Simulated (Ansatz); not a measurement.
**CdSe: pressure −2 GPa**

Base system: CdSe in the wurtzite structure (space group P6_3mc, No. 186; a = 4.340 Å, c = 7.078 Å).

Perturbation: hydrostatic tension (pressure −2 GPa).

The values are results of r2SCAN (Ansatz, an electronic-structure program, PAW, scalar-relativistic without spin-orbit coupling), not measurements. Settings: 9×9×5 k-points, 0.05 eV Fermi–Dirac smearing.

* **Volume per atom**: 30.14 Å³ (base 28.86 Å³)
* **Density**: 5.27 g/cm³ (base 5.50 g/cm³)
* **Lattice parameter a**: 4.404 Å (base 4.340 Å)
* **c/a ratio**: 1.630 (base 1.631)
* **Shortest interatomic distance**: 2.693 Å (base 2.655 Å)
* **Enthalpy H = E + PV relative to the base's energy**: -0.37 eV/atom
* **Band gap**: 1.00 eV (base 1.11 eV)
* **Gap character**: direct at Γ (base direct at Γ)
* **Mean gap deformation potential ΔEg/Δln V**: -2.4 eV
* **Electron mass**: 0.088 mₑ along c, 0.095 mₑ across (at Γ) (base 0.093 mₑ along c, 0.10 mₑ across (at Γ))
* **Valence-band top at Γ (three highest levels, from the VBM)**: 0.00, 0.00, -0.04 eV (base 0.00, 0.00, -0.04 eV)

Load acts through the strain it causes; cell and atoms are relaxed under it. Masses are band curvatures over ±0.01 Å⁻¹ around the edge. No phonon test of stability was made.
